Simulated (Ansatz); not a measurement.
An Ansatz (an electronic-structure program) run: Ce with a change (Ce → Ti); r2SCAN, PAW, 500 eV (Ansatz; spin-orbit coupling left out), earlier PAW set.

Input:

Ansatz 0.2 input:
```yaml
crystal:
  lattice:
    - [0, 2.0555919935, 2.0555919935]
    - [2.0555919935, 0, 2.0555919935]
    - [2.0555919935, 2.0555919935, 0]
  atoms:
    - { symbol: Ti, position: [0, 0, 0] }
basis: { ecutwfc: 500, ecutrho_ratio: 4, xc_grid: 4, fft_grid_basis: typed }
kpoints: { mp_grid: { grid: [19, 19, 19] } }
hamiltonian:
  xc: r2scan
  dispersion: none
  pseudopotentials: { azcp: { folder: ./paw }, kind: paw }
scf: { occupations: { method: fermi_dirac, width: 0.05 }, convergence: { dr2_threshold: 0.0000000001 } }
output: { forces: true, stress: true }
checkpoint: { write: state.ck, write_every: 1000 }
```

Output (explanatory and most iteration lines left out):

```
Pseudopotential: Ti, paw, valence charge 12
Crystal: 1 atoms, lattice volume = 17.372 Å³
Basis set: ecut = 500 eV, 459 PW (Γ), exchange–correlation on 96×96×96 points (64 copies of the dense FFT grid, shifted against one another)
Bands: 10, of which v1, the nominal top of the filled ones, is band 6 counted from 1 (5 counted from 0)
Symmetry: 48 space group operations
Space group: Fm-3m (ITA 225), of the structure as read, at distance tolerance 2.6e-5 Å
k-points: 220 of 6859
Functional: x = r2scan, c = r2scan; τ floored in thin density (d = 2e-4 eV/Å³)
SCF iter   1: F=—  HF=-2504.485037 eV  |F-HF|=—  |Δ(HF+E_count)|=         —  Δρ=6.74e-2  dr2=7.98e-1  dr2_τ=2.90e-2  ethr=3.10e-3  ⟨swp⟩=4.4  Hψ=11387  notcnv=0
SCF iter   2: F=—  HF=-2504.315052 eV  |F-HF|=—  |Δ(HF+E_count)|=   1.70e-1  Δρ=1.86e-2  dr2=3.18e-2  dr2_τ=1.02e-2  ethr=3.10e-3  ⟨swp⟩=2.2  Hψ=5914  notcnv=0
SCF 1 converged in 8 iterations: F = -2504.308431 eV  dr2 = 6.12e-12
SCF converged after 8 iterations
Free energy (F): -2504.308431 eV
Internal energy: -2504.294952 eV  (E = F + TS)
E sigma→0 (E₀):  -2504.301692 eV
Entropy (-TS):   -0.013479 eV (-13.479 meV/atom)
Fermi energy:    13.154196 eV
--- Forces (eV/Å), atoms counted from 1 ---
  atom   1  Ti    -0.00000000     0.00000000    -0.00000000
--- Stress (GPa, compression-positive) ---
       -0.000292       0.000000      -0.000000
       -0.000000      -0.000292      -0.000000
        0.000000       0.000000      -0.000292
  P = ⅓ Tr σ = -0.0003 GPa (-0.003 kbar)
```

No phonon test of stability was made. The final runs are not spin-polarised. The cell was made from Ce by this change: Ce → Ti; the result is a model cell. This is not the structure that Ti has at room temperature and ambient pressure.
